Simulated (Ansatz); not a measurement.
O on the F site (O_F) in rock-salt LiF (start: the F site; 64-site cell, 2×2×2 shifted sampling). Calculation: PBE, PAW (plane waves to 420 eV; Ansatz, a program for electronic structure). Total energies of the localised charge states, counted from that of charge +1, and their image corrections (point charge with alignment); the host's valence-band maximum lies at 0.763 eV on the cells' energy zero and its gap is 8.83 eV.

```json
[
 {"charge": "+1", "moment (μB)": "2.0", "E − E(first) (eV)": "0.000", "correction (eV)": "0.206"},
 {"charge": "0", "moment (μB)": "1.0", "E − E(first) (eV)": "1.722", "correction (eV)": "0.000"},
 {"charge": "−1", "moment (μB)": "not spin-polarised", "E − E(first) (eV)": "4.922", "correction (eV)": "0.235"}
]
```

**Question.** Derive the transition levels above the valence-band maximum and say which of them are thermodynamic.

**Answer.** A level is the Fermi energy at which two charges have equal formation energy: ε(q/q′) = [E(q′) + corr(q′) − E(q) − corr(q)] / (q − q′) − E_VBM.
ε(+1/0) = [(1.722 + 0.000) − (0.000 + 0.206)] / 1 − 0.763 = 0.75 eV
ε(0/−1) = [(4.922 + 0.235) − (1.722 + 0.000)] / 1 − 0.763 = 2.67 eV
Thermodynamic levels at least 0.1 eV inside the gap: (+1/0) at 0.75 eV; (0/−1) at 2.67 eV. They hold to tenths of an eV in this cell. Only the charges listed were compared.
